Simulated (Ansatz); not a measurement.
# MgSe: response to strain

Start from MgSe in the rock salt structure (space group Fm-3m, No. 225; a = 5.3913 Å).

Strains are applied to the cell and any free atomic positions relax.

All numbers come from LDA (Ansatz, an electronic-structure program, PAW, no spin-orbit coupling).

Notes on the quantities. energy relative to the base: free energy F.

| change | smallest direct gap | shortest interatomic distance | energy relative to the base |
|---|---|---|---|
| base | 2.60 eV | 5.094 bohr | 0 meV/atom |
| isotropic strain −2.00 % | 3.04 eV | 4.992 bohr | +16 meV/atom |
| isotropic strain −1.50 % | 2.93 eV | 5.018 bohr | (withheld) |
| isotropic strain −1.00 % | (withheld) | 5.043 bohr | (withheld) |
| isotropic strain −0.50 % | 2.71 eV | 5.069 bohr | +1.0 meV/atom |
| isotropic strain +0.50 % | 2.50 eV | 5.120 bohr | +0.9 meV/atom |
| isotropic strain +1.00 % | 2.40 eV | 5.145 bohr | +3.7 meV/atom |
| isotropic strain +1.50 % | 2.30 eV | 5.170 bohr | +8.2 meV/atom |
| isotropic strain +2.00 % | 2.21 eV | 5.196 bohr | +14 meV/atom |
| isotropic strain +3.00 % | 2.03 eV | 5.247 bohr | (withheld) |

Q: What belongs in the blanks?

A: 
- isotropic strain −1.50 %, energy relative to the base: +9.0 meV/atom
- isotropic strain −1.00 %, smallest direct gap: 2.82 eV
- isotropic strain −1.00 %, energy relative to the base: +3.9 meV/atom
- isotropic strain +3.00 %, energy relative to the base: +31 meV/atom

Stability against distortions was not tested.
